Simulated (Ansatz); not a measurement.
The starting structures come from a database of crystals and need not be the phases stable at ambient conditions.

 Where the default PAW files enter, the runs use the earlier of Ansatz's two default sets.

Consider the following.

```xyz
8
Lattice="6.6110 0.0000 0.0000 0.0000 7.1043 0.0000 2.2037 -3.5521 2.0508" Properties=species:S:1:pos:R:3 pbc="T T T"
Sr     3.3055     0.0000     0.0000
Ni     0.0000     0.0000     0.0000
F      3.2787     2.3236     1.3415
F      5.5359     1.2285     0.7093
F      7.6861     0.0000     1.4186
F      1.1286     3.5521     0.6323
F      3.2787    -2.3236     1.3415
F      5.5359     5.8758     0.7093
```

Space group of this cell: R-3m. The cell is taken as given.

Transport runs along the normal of the first two printed cell vectors, the (100) plane of the conventional cell.

No gap correction and no spin-orbit coupling; mid-gap values are interpolated between computed energies.

Q: Estimate the band gap and the smallest decay constant κ at mid-gap that r2SCAN (Ansatz, an electronic-structure program) returns for this system.

A: Gap 2.06 eV on a 14×14×14 mesh; κ = 0.415 1/Å, at the zone centre.
